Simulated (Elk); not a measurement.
```
Nb
1.0
   -1.62508     1.62508     1.62508
    1.62508    -1.62508     1.62508
    1.62508     1.62508    -1.62508
Nb
1
Direct
  0.00000   0.00000   0.00000
```

Method: PBE, all-electron FP-LAPW, Elk's shipped species files, APW+lo basis with extra local orbitals run with Elk.

The set-up and first iterations of an Elk log for Nb (Im-3m, 1 atom in the cell):

```
│ Elk code version 10.2.4 │

All units are atomic (Hartree, Bohr, etc.)

│ Ground-state run starting from atomic densities │

Lattice vectors :
  -3.070965579       3.070965579       3.070965579
   3.070965579      -3.070965579       3.070965579
   3.070965579       3.070965579      -3.070965579

Unit cell volume      :    115.8470122
Brillouin zone volume :    2.141187837

Muffin-tin inner radius fraction :   0.1000000000E-01

Nuclei treated as point charges

Species :    1 (Nb)
 parameters loaded from : Nb.in
 name : niobium
 nuclear charge    :   -41.00000000
 electronic charge :    41.00000000
 atomic mass :    169357.9703
 muffin-tin radius :    2.600000000
 number of radial points in muffin-tin :    597
 atomic positions (lattice), magnetic fields (Cartesian) :
   1 :   0.00000000  0.00000000  0.00000000    0.00000000  0.00000000  0.00000000

Total number of atoms per unit cell :    1

Spin treatment :
 spin-unpolarised

   [... lines left out ...]
Maximum |G+k| for APW functions       :    2.884615385
Maximum (1/2)|G+k|²                   :    4.160502959
Maximum |G| for potential and density :    5.769231769
 potential will be trimmed for |G| > 2 gkmax
Constant for pseudocharge density :    4
Radial integration step length :    4

G-vector grid sizes :     10    10    10
Number of G-vectors :      369

Maximum angular momentum used for
 APW functions                      :    8
 outer part of muffin-tin           :    6
 inner part of muffin-tin           :    3

Total nuclear charge    :   -41.00000000
Total core charge       :    28.00000000
Total valence charge    :    13.00000000
Total excess charge     :    0.000000000
Total electronic charge :    41.00000000

Effective Wigner radius, rₛ :   0.8770091486

Number of empty states         :    4
Total number of valence states :   11
Total number of core states    :   28

Conduction state local-orbitals added automatically
Total number of local-orbitals :   83

Exchange-correlation functional :     20     0     0
 Perdew-Burke-Ernzerhof, Phys. Rev. Lett. 77, 3865 (1996)
 gradient requirement :    1
 generalised gradient approximation (GGA)

Smearing type :    3
 Fermi-Dirac
Smearing width :   0.3674930000E-02
Effective electronic temperature (K) :    1160.451112

Mixing type :    3
 Broyden mixing, J. Phys. A: Math. Gen. 17, L317 (1984)

Kohn-Sham potential initialised from atomic data
│ Self-consistent loop started │
│ Loop number : 1 │
 total energy                :     -3819.30010658
│ Loop number : 2 │
 total energy                :     -3819.38958221
RMS change in Kohn-Sham potential (target) :   0.1188819813     (  0.1000000000E-05)
Absolute change in total energy (target)   :   0.8947563296E-01 (  0.1000000000E-03)
│ Loop number : 3 │
 total energy                :     -3819.49894874
RMS change in Kohn-Sham potential (target) :   0.1152727082     (  0.1000000000E-05)
Absolute change in total energy (target)   :   0.1317354360     (  0.1000000000E-03)
│ Loop number : 4 │
 total energy                :     -3819.68096396
RMS change in Kohn-Sham potential (target) :   0.1021021961     (  0.1000000000E-05)
Absolute change in total energy (target)   :   0.2149490865     (  0.1000000000E-03)
│ Loop number : 5 │
 total energy                :     -3844.08929469
RMS change in Kohn-Sham potential (target) :    12.18416961     (  0.1000000000E-05)
Absolute change in total energy (target)   :    24.46206800     (  0.1000000000E-03)
│ Loop number : 6 │
 total energy                :     -3757.53979757
RMS change in Kohn-Sham potential (target) :    1.703620958     (  0.1000000000E-05)
Absolute change in total energy (target)   :    80.43398012     (  0.1000000000E-03)
│ Loop number : 7 │
 total energy                :     -3774.77115328
RMS change in Kohn-Sham potential (target) :   0.7797382388     (  0.1000000000E-05)
   [... lines left out ...]
```

Task: How does the run end?

Result: The run ended unconverged after 100 iterations. It gives no final result for the task that was set. The log goes on:

```
 total energy                :     -3797.10982011
RMS change in Kohn-Sham potential (target) :    1.773039729     (  0.1000000000E-05)
   [... lines left out ...]
RMS change in Kohn-Sham potential (target) :   0.9008609910     (  0.1000000000E-05)
Absolute change in total energy (target)   :    56.32302527     (  0.1000000000E-03)
│ Loop number : 98 │
 total energy                :     -3689.31181442
RMS change in Kohn-Sham potential (target) :    3.823968842     (  0.1000000000E-05)
Absolute change in total energy (target)   :    172.2762172     (  0.1000000000E-03)
│ Loop number : 99 │
 total energy                :     -3776.78737027
RMS change in Kohn-Sham potential (target) :    2.526588048     (  0.1000000000E-05)
Absolute change in total energy (target)   :    44.40650153     (  0.1000000000E-03)
│ Loop number : 100 │
Reached self-consistent loops maximum

Energies :
 Fermi                       :      2.65141437699
 total energy                :     -3905.52746199

Density of states at Fermi energy :    533.4096801
 (states/Hartree/unit cell)

Estimated indirect band gap :   0.4128369176
 from k-point      1 to k-point      1
Estimated direct band gap   :   0.4128369176
 at k-point      1

Charges :
 core                        :    28.00000000
 valence                     :    13.00000000
 interstitial                :   0.1210051274E-01
 muffin-tins (core leakage)
  species :    1 (Nb)
   atom    1                 :    40.98789949     (  0.1146163503E-01)
 total in muffin-tins        :    40.98789949
 total calculated charge     :    40.98051899
 total charge                :    41.00000000
 error                       :   0.1948101497E-01

│ Self-consistent loop stopped │
```

The starting cell has typed, rounded lattice constants, without a prior relaxation at this level. Its lattice was rescaled by up to half a per cent. For this run, on top of that: lattice scaled by 0.98. Values depend on the basis (sphere radii, cutoffs, local orbitals), which need not be converged.

The run was DFT, PBE, all-electron FP-LAPW, Elk's shipped species files, APW+lo basis with extra local orbitals. Main settings of its input:

```
key              value
-------  -------------
xctype              20
rgkmax             7.5
swidth   0.00367493 Ha
ngridk           5 5 5
gmaxvr      4.1 1/bohr
nxlo                 2
lorbcnd           true
lmaxi                3
maxscl             100
```
